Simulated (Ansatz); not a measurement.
The starting structures come from a database of crystals and need not be the phases stable at ambient conditions.

 Where the default PAW files enter, the runs use the earlier of Ansatz's two default sets.

By PBEsol, the system below comes out a metal.

```xyz
6
Lattice="4.1038 0.0000 0.0000 0.0000 5.1411 0.0000 0.0000 -2.5706 4.4523" Properties=species:S:1:pos:R:3 pbc="T T T"
Co     0.0000     2.5706     0.0000
Co     0.0000    -1.2853     2.2262
Co     0.0000     1.2853     2.2262
Sn     2.0519     0.0000     2.9682
Sn     2.0519     2.5706     1.4841
Sn     0.0000     0.0000     0.0000
```

Space group of this cell: P6/mmm. The cell is strained (all lengths scaled by 0.98); by PBEsol its mean pressure is 7.4 GPa.

The current flows along the normal of the first two printed cell vectors, the (100) plane of the conventional cell. No spin-orbit coupling; the value is a mean over 0.1 eV about the Fermi level.

Problem. Estimate the ballistic conductance per area that Ansatz (a program for electronic structure) with PBEsol returns for this system.

Solution. 0.21 × 10¹⁵ S/m² for both spins.
